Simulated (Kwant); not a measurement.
Device: Aharonov-Bohm ring in a Si two-dimensional gas. Effective mass 0.19 mₑ, grid spacing 3.3 nm, hard walls, nominal width 40 nm (13 grid rows, so walls 46.2 nm apart), one parabolic valley, scattering region 250 nm long along x; energies count from the band bottom; Fermi energy 0.0027 eV. Ring of mean radius 65 nm, arms as wide as the leads. Perpendicular field swept from 0 to 1.2 T, none in the leads; orbital effect alone.

The device is made up for the run: typed textbook-type constants, with dimensions and the other settings drawn at random.

Kwant, effective-mass tight-binding model on a square grid, one spin, coherent transport at 0 K. Conductance is in e²/h.

Density of the scattering states that come in from the left lead, at field = 0.29663 T, in bins, relative to the largest site value (x marks bins outside the device):

```
|xxxxxxxxxxxxxxx00001111100000xxxxxxxxxxxxxxx|
|xxxxxxxxxxxxx001112355432222100xxxxxxxxxxxxx|
|xxxxxxxxxxx0013433346653345542000xxxxxxxxxxx|
|xxxxxxxxxx002366532233322356542100xxxxxxxxxx|
|xxxxxxxxx00124554210000001233333210xxxxxxxxx|
|xxxxxxxx002333321000xxxx000112455310xxxxxxxx|
|xxxxxxxx024543100xxxxxxxxxx001466420xxxxxxxx|
|xxxxxxx002565300xxxxxxxxxxxx003453100xxxxxxx|
|010000000246520xxxxxxxxxxxxxx013331000000000|
|44200233223431xxxxxxxxxxxxxxxx13443211111112|
|78411588643320xxxxxxxxxxxxxxxx13566433333333|
|78522699631110xxxxxxxxxxxxxxxx01344554444433|
|44312465300010xxxxxxxxxxxxxxxx00011233322222|
|110001110013310xxxxxxxxxxxxxx001100000000000|
|xxxxxxx002576300xxxxxxxxxxxx003554200xxxxxxx|
|xxxxxxxx025642000xxxxxxxxxx000367520xxxxxxxx|
|xxxxxxxx012210011000xxxx000000134310xxxxxxxx|
|xxxxxxxxx00000354200000001243100100xxxxxxxxx|
|xxxxxxxxxx000267620024310147641000xxxxxxxxxx|
|xxxxxxxxxxx0014541015763003653000xxxxxxxxxxx|
|xxxxxxxxxxxxx001100146630012100xxxxxxxxxxxxx|
|xxxxxxxxxxxxxxx00000122100000xxxxxxxxxxxxxxx|
```
Scale: ten equal steps from 0.001 (start of '0') to 0.914 (end of '9'), in the order '0123456789'; x runs from -119 to 119, y from -78.8 (bottom) to 78.8 (top).

The conductance there is 0.84 e²/h with 1 open channel(s) in the leads.
